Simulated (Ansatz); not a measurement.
O on the 1x1 (101) surface of anatase TiO2 (cut with top plane O), one in a 2x1 cell, started at the site 'over Ti at depth 0.9 Å'

Host crystal: anatase TiO2, with a band gap (PBE, scalar-relativistic without spin-orbit coupling).

Computed with r2SCAN, at the PBE geometry and the start's symmetry (plane waves to 500 eV, PAW; Ansatz, an electronic-structure program).

Slab: 37 atoms, 9.4 Å thick at the start under the adsorbate (thin: gaps and levels are the slab's own); k 3x4x1, smearing 0.01 eV, dipole-corrected; single point; no symmetry held, on the structure that PBE left; spin-polarised, ending with about 2.0 μB a cell; orders that need a larger cell were not tried, no spin-orbit, no U, no dispersion correction. The program's check for a lower electronic state was not made. It is one chosen start, not shown to be the lowest state of the adsorbate.

* **adsorption energy against ½ O2(g) at the same level**: 2.19 eV
* **gap of the slab on its k-mesh**: 1.42 eV
* **highest filled level below the top vacuum level**: 8.15 eV
* **change of the step from the bottom to the top vacuum level, against the clean slab**: 0.32 eV
* **height of the binding atom over the mean of the host atoms within 0.3 Å of the top one**: 1.027 Å
* **magnetic moment of the cell**: 2.00 μB
* **nearest host atoms of the binding atom**: Ti at 1.99 Å, O at 2.20 Å, O at 2.25 Å
* **note**: in the relaxation the adsorbate left its starting site by 0.7 Å

A negative adsorption energy means that the adsorbate is more stable on the surface than in its reference.
